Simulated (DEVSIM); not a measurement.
System: Al/SiON/p-Ge capacitor, at 300 K.

```tsv
layer (left to right)	material	thickness (nm)	Na (cm⁻³)
1	SiON	16.0	-
2	Ge	3800	2.5e16
```

Metal gate on the left, work function 4.1 eV. Fixed charge at the semiconductor interface -1.1e10 cm⁻² (in units of +e); no interface traps.

The device is made up for the run: typed textbook-type constants, with dimensions and the other settings drawn at random. Values at 300 K.

```
parameter      SiON       Ge
-------------  ----  -------
gap (eV)          7    0.664
affinity (eV)   1.4        4
permittivity    5.5       16
Nc (cm⁻³)         -  1.04e19
Nv (cm⁻³)         -     6e18
```

Model (solved in DEVSIM): 1D Poisson equation in equilibrium, Boltzmann statistics, complete ionisation; no quantum confinement or tunnelling. Metal contacts follow the ideal Schottky-Mott rule: no Fermi-level pinning, no interface dipoles.

The gate work function was swept, all else fixed.

```csv
gate work function (eV),threshold voltage (band bending 2φF) (V),flat-band voltage (V)
3.8,-0.14,-0.72
3.95,0.01,-0.57
4.1,0.16,-0.42
4.25,0.31,-0.27
4.4,0.46,-0.12
```

From the first row to the last the threshold voltage (band bending 2φF) goes from -0.14 to 0.46. From the first row to the last the flat-band voltage goes from -0.72 to -0.12.
